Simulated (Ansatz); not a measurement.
**Parameter sweep on Sr4Bi2O (I4mm, 7 atoms in the cell)**

```
CELL_PARAMETERS angstrom
     -2.51502     2.51502     8.82609
      2.51502    -2.51502     8.82609
      2.51502     2.51502    -8.82609
ATOMIC_POSITIONS crystal
  Sr 0.83497 0.83497 0.00000
  Sr 0.17023 0.17023 0.00000
  Sr 0.99808 0.49808 0.50000
  Sr 0.49808 0.99808 0.50000
  Bi 0.63778 0.63778 0.00000
  Bi 0.36026 0.36026 0.00000
  O  0.99020 0.99020 0.00000
```

Base run A: PBEsol, default PAW files made with PBE in Ansatz (an electronic-structure program), self-consistent single point.

Its settings: kpoints.mp_grid.grid = 6 6 6; hamiltonian.xc = pbesol; hamiltonian.pseudopotentials = {kind: paw} (the program's default PAW files); scf.occupations.method = fermi_dirac; scf.occupations.width = 0.0037 Ry.

The starting cell comes from a database of computed structures (which also holds hypothetical and non-ambient phases and stackings), without a prior relaxation at this level. Spin-orbit coupling is off. Ansatz's pressure includes its estimate of the finite-basis (Pulay) stress.

A dash stands where there is no value to compare (another energy zero or no entropy term, no result, no spin, no clean gap, or a mesh too coarse for one). 

Run A gave: pressure (GPa) -1.46; largest force (eV/Å) 0.086; gap on the mesh (eV) 0.874.

Runs:
- B: hamiltonian.dispersion: default → d3bj [PBEsol-D3BJ]
- C: hamiltonian.dispersion: default → d3bjatm [PBEsol-D3BJ-ATM]
- D: hamiltonian.dispersion: default → d4 [PBEsol-D4]

Problem. What does run B change against A?

Solution. The pressure goes from -1.46 to -3.21 GPa, the largest force hardly changes (0.086 to 0.089 eV/Å) and the gap on the mesh stays at 0.874 eV.

Problem. What does run C change against A?

Solution. The pressure goes from -1.46 to -3.05 GPa, the largest force moves little (0.086 to 0.089 eV/Å) and the gap on the mesh stays at 0.874 eV.

Problem. What does run D change against A?

Solution. The pressure goes from -1.46 to -2.09 GPa, the largest force moves little (0.086 to 0.090 eV/Å) and the gap on the mesh stays at 0.874 eV.

```
run  pressure (GPa)  largest force (eV/Å)  gap on the mesh (eV)  dispersion energy (eV/atom)
---  --------------  --------------------  --------------------  ---------------------------
A             -1.46                 0.086                 0.874                            –
B             -3.21                 0.089                 0.874                       -0.337
C             -3.05                 0.089                 0.874                       -0.321
D             -2.09                 0.090                 0.874                       -0.125
```

Left out of this page: 3 runs of the series held back from this collection.

Keys are those of Ansatz 0.2.
